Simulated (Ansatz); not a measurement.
Take FeS$_{2}$ (space group Pnnm, No. 58; non-magnetic) as the base.

```yaml
crystal:
  lattice:
    - [4.36748, 0.00000, 0.00000]
    - [0.00000, 5.33315, 0.00000]
    - [0.00000, 0.00000, 3.34441]
  atoms:
    - { symbol: Fe, position: [0.50000, 0.50000, 0.50000] }
    - { symbol: Fe, position: [0.00000, 0.00000, 0.00000] }
    - { symbol: S, position: [0.70718, 0.87443, 0.50000] }
    - { symbol: S, position: [0.20718, 0.62557, 0.00000] }
    - { symbol: S, position: [0.79282, 0.37443, 0.00000] }
    - { symbol: S, position: [0.29282, 0.12557, 0.50000] }
```

Level of theory: DFT with PBEsol, PAW potentials and a 420 eV plane-wave cutoff in Ansatz (a first-principles code), no spin-orbit coupling.

Modification: the cell is scaled by 0.9542 in all directions, atoms relaxed at fixed cell.

### Question
Estimate the effect on the energy relative to the base.

### Answer
The energy increases by 158 meV/atom.

### Question
Estimate the effect on the largest internal atomic displacement.

### Answer
The largest internal atomic displacement comes out as 0.014 Å.

The cells carry an imposed strain or load. No phonon test of stability was made. Seeded moments were not kept for the base. The final runs are not spin-polarised.
